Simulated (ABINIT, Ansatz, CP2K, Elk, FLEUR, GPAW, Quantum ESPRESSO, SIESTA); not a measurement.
Code comparison for ZnSe (F-43m, 2 atoms in the cell)

Self-consistent single point.

```
ZnSe
1.0
    0.00000     2.83500     2.83500
    2.83500     0.00000     2.83500
    2.83500     2.83500     0.00000
Zn Se
1 1
Direct
  0.00000   0.00000   0.00000
  0.25000   0.25000   0.25000
```

Shared settings, as Ansatz (a program for electronic structure) writes them: kpoints.mp_grid.grid = 10 10 10; scf.occupations.method = fermi_dirac; scf.occupations.width = 0.01 eV. Potentials and cutoffs stand in the table.

```json
[
 {"code": "ABINIT", "model": "LDA (PW92), PAW (JTH v2.0 LDA PAW)", "pressure (GPa)": "-3.52", "gap on the mesh (eV)": "1.029", "cutoff": "30 Ha"},
 {"code": "SIESTA", "model": "LDA PW92, numerical atomic orbitals TZP, PseudoDojo LDA standard norm-conserving potentials (rewritten from UPF to PSML)", "pressure (GPa)": "-4.74", "gap on the mesh (eV)": "1.252", "cutoff": "grid 300 Ry"},
 {"code": "Quantum ESPRESSO", "model": "LDA (PZ), GBRV 1.5 ultrasoft (LDA) pseudopotentials", "pressure (GPa)": "-3.60", "gap on the mesh (eV)": "1.020", "cutoff": "50 Ry"},
 {"code": "FLEUR", "model": "LDA (Perdew-Zunger), all-electron FLAPW (FLEUR), scalar-relativistic valence", "pressure (GPa)": "–", "gap on the mesh (eV)": "1.029", "cutoff": "Kmax 4 1/bohr"},
 {"code": "CP2K", "model": "LDA (Pade form), GPW, DZVP-MOLOPT-PBE-GTH basis, GTH-PBE potentials (POTENTIAL_UZH)", "pressure (GPa)": "-1.44", "gap on the mesh (eV)": "0.933", "cutoff": "grid 600 Ry"},
 {"code": "Ansatz", "model": "LDA (PW92), default PAW files made with PBE", "pressure (GPa)": "-3.51", "gap on the mesh (eV)": "1.027", "cutoff": "420 eV"},
 {"code": "GPAW", "model": "LDA (Perdew-Wang 92), GPAW PAW datasets LDA (gpaw-data 1.0.1)", "pressure (GPa)": "-3.69", "gap on the mesh (eV)": "1.040", "cutoff": "800 eV"},
 {"code": "Elk", "model": "LDA (PW92), all-electron FP-LAPW, Elk's shipped species files, default APW+lo basis", "pressure (GPa)": "–", "gap on the mesh (eV)": "1.026", "cutoff": "rgkmax 7"}
]
```

A dash marks a value that a program does not give, or that is left out as unsure.

Gaps are read on the mesh.

The spread over the programs that give each value: pressure within 3.30 GPa; gap on the mesh within 0.319 eV.

SIESTA and CP2K use small atom-centred bases, whose incompleteness enters pressures, forces and empty levels differently from a plane-wave cutoff. FLEUR and Elk treat all electrons, but the usual bases taken here (sphere radii, linearisation, local orbitals, empty states) were not tested for convergence, so the values are no reference for the others. Ansatz's pressure is given at a fixed set of plane waves, as the other plane-wave codes print theirs; with its correction for the finite basis it is -3.47 GPa. The same LDA comes in different parametrisations, which differ slightly. In the pressure, SIESTA (by 1.18) and CP2K (by 2.12) lie more than 1 GPa from the median of the plane-wave programs. In the gap, SIESTA (by 0.224) lies more than 0.12 eV from the median of the plane-wave programs.

The starting cell has typed, rounded lattice constants, without a prior relaxation at this level.

Keys are those of Ansatz 0.2.
